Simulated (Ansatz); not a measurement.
The parent structure is LaCo₅ (space group P6/mmm, No. 191; ferromagnetic).

```
CELL_PARAMETERS angstrom
      4.93281     0.00000     0.00000
     -2.46641     4.27194     0.00000
      0.00000     0.00000     3.92840
ATOMIC_POSITIONS crystal
  La 0.00000 0.00000 0.00000
  Co 0.33333 0.66667 0.00000
  Co 0.66667 0.33333 0.00000
  Co 0.50000 0.00000 0.50000
  Co 0.50000 0.50000 0.50000
  Co 0.00000 0.50000 0.50000
```

Cartesian axes are those of the cell as printed.

Level of theory: PBEsol/PAW in Ansatz (an electronic-structure program), no spin-orbit coupling.

Strains are applied to the cell and any free atomic positions relax; under biaxial strain the out-of-plane vector relaxes too.

One change was made to it. Results:

The largest site moment grows by 0.05 μB to 1.53 μB; the pressure (mean of the normal stresses, compression positive) goes from zero to -5.2 GPa.

Question: Name the change that was made.
A) isotropic strain −2.19 %
B) biaxial strain +0.72 %, plane normal [001], relaxed out of plane
C) biaxial strain +0.51 %, plane normal [001], relaxed out of plane
D) uniaxial strain ε_yy = +4.35 %

Answer: D, uniaxial strain ε_yy = +4.35 %. For comparison, the pressure in the other runs: isotropic strain −2.19 % gives 11.9 GPa; biaxial strain +0.51 %, plane normal [001], relaxed out of plane gives -0.6 GPa; biaxial strain +0.72 %, plane normal [001], relaxed out of plane gives -0.8 GPa.

Other magnetic orders, which the real material may have, were not ruled out. Without a gap, meshes like the base's 11×11×12 leave anisotropic stresses uncertain by several tenths of a GPa, and small strain energies with them. No phonon test of stability was made.
